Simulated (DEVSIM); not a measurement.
Structure: Schottky contact on n-type Si, at 300 K.

Layer 1 from the left is Si, thickness (μm) 1.40, Nd (cm⁻³) 1.5e15, τn (s) 0.00036, τp (s) 0.00036.

Left contact: Schottky, work function 4.72 eV, emission velocity 5.1e6 cm/s. Right contact: ohmic. Voltage is applied to the left contact. Recombination: SRH at mid-gap. Mobility is constant in doping.

Constants are typed, rounded textbook-type inputs, not results; the design itself was drawn at random and stands for no fabricated device. Values at 300 K.

Si: gap (eV) 1.124, affinity (eV) 4.05, permittivity 11.7, Nc (cm⁻³) 2.86e19, Nv (cm⁻³) 3.1e19, μn (cm²/Vs) 1417, μp (cm²/Vs) 470.

Simulated with DEVSIM: 1D drift-diffusion, Boltzmann statistics, complete ionisation; no tunnelling, impact ionisation, image-force lowering or self-heating. Metal contacts follow the ideal Schottky-Mott rule: no Fermi-level pinning, no interface dipoles.

Q: What does the simulation give for the potential step across the device at zero bias, the dark forward voltage at 100 A/cm², the dark forward voltage at 1 A/cm², the largest field in the device at zero bias?

A: potential step across the device at zero bias 0.415 V; dark forward voltage at 100 A/cm² 0.410 V; dark forward voltage at 1 A/cm² 0.242 V; largest field in the device at zero bias 13000 V/cm.
